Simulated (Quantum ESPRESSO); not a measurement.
Worked example: self-consistent single point of Y₄SiS₃ (I4/mmm, 8 atoms in the cell) in Quantum ESPRESSO.

Computed with LDA (PZ), GBRV 1.5 ultrasoft (LDA) pseudopotentials (plane waves; Quantum ESPRESSO 7.5).

```yaml
crystal:
  lattice:
    - [-2.80552, 2.80552, 5.63657]
    - [2.80552, -2.80552, 5.63657]
    - [2.80552, 2.80552, -5.63657]
  atoms:
    - { symbol: Y, position: [0.75310, 0.75310, 0.00000] }
    - { symbol: Y, position: [0.24690, 0.24690, 0.00000] }
    - { symbol: Y, position: [0.00000, 0.50000, 0.50000] }
    - { symbol: Y, position: [0.50000, 0.00000, 0.50000] }
    - { symbol: Si, position: [0.00000, 0.00000, 0.00000] }
    - { symbol: S, position: [0.50000, 0.50000, 0.00000] }
    - { symbol: S, position: [0.25000, 0.75000, 0.50000] }
    - { symbol: S, position: [0.75000, 0.25000, 0.50000] }
```

Reference input (self-consistent single point, DFT, LDA (PZ), plane waves, GBRV 1.5 ultrasoft (LDA) pseudopotentials): ecutwfc = 40 Ry; ecutrho = 320 Ry; occupations = smearing; smearing = fd; degauss = 0.0036749 Ry; potentials = {Y: y_lda_v1.4.uspp.F.UPF, Si: si_lda_v1.uspp.F.UPF, S: s_lda_v1.4.uspp.F.UPF}; K_POINTS = automatic 5 5 5 0 0 0; conv_thr = 1e-10 Ry. This run's input differs from it in these lines:

```diff
@@ -12,4 +12,4 @@
    ntyp = 3,
-   ecutwfc = 40,
-   ecutrho = 320,
+   ecutwfc = 32,
+   ecutrho = 256,
    occupations = 'smearing',
```

The program printed (abridged):

```
     Self-consistent Calculation

     iteration #  1     ecut=    32.00 Ry     beta= 0.70

     Threshold (ethr) on eigenvalues was too large:
     Diagonalizing with lowered threshold

     total energy              =    -454.08240300 Ry
     estimated scf accuracy    <       0.46235063 Ry

     iteration #  2     ecut=    32.00 Ry     beta= 0.70

     total energy              =    -454.15602125 Ry
     estimated scf accuracy    <       0.57821598 Ry

     iteration #  3     ecut=    32.00 Ry     beta= 0.70

     total energy              =    -454.28166311 Ry
     estimated scf accuracy    <       0.02624648 Ry

   [... 8 blocks of this kind left out ...]

     iteration # 12     ecut=    32.00 Ry     beta= 0.70

     total energy              =    -454.28909223 Ry
     estimated scf accuracy    <          2.0E-10 Ry

     iteration # 13     ecut=    32.00 Ry     beta= 0.70
     End of self-consistent calculation

     the Fermi energy is    10.8137 ev

!    total energy              =    -454.28909223 Ry
     estimated scf accuracy    <          2.2E-11 Ry
     smearing contrib. (-TS)   =      -0.00154746 Ry
     internal energy E=F+TS    =    -454.28754477 Ry

     convergence has been achieved in  13 iterations

     Forces acting on atoms (cartesian axes, Ry/au):

     atom    1 type  1   force =     0.00000000    0.00000000   -0.00460867
     atom    2 type  1   force =     0.00000000    0.00000000    0.00460867
     atom    3 type  1   force =     0.00000000    0.00000000    0.00000000
     atom    4 type  1   force =    -0.00000000    0.00000000   -0.00000000
     atom    5 type  2   force =     0.00000000    0.00000000    0.00000000
   [... lines left out ...]

     Total force =     0.006518     Total SCF correction =     0.000007

          total   stress  (Ry/bohr**3)                   (kbar)     P=      -55.13
  -0.00037699   0.00000000   0.00000000          -55.46        0.00        0.00
   0.00000000  -0.00037699   0.00000000            0.00      -55.46        0.00
   0.00000000   0.00000000  -0.00037024            0.00        0.00      -54.46

   JOB DONE.
```

The run converged in 13 iterations. Against the reference run the free energy rises by 2.5 meV/atom, the pressure hardly changes (-5.55 to -5.51 GPa) and the largest force hardly changes (0.119 to 0.118 eV/Å).

The starting cell comes from a database of computed structures (which also holds hypothetical and non-ambient phases and stackings), without a prior relaxation at this level.

Cost on one core of a shared machine: roughly 3 min.
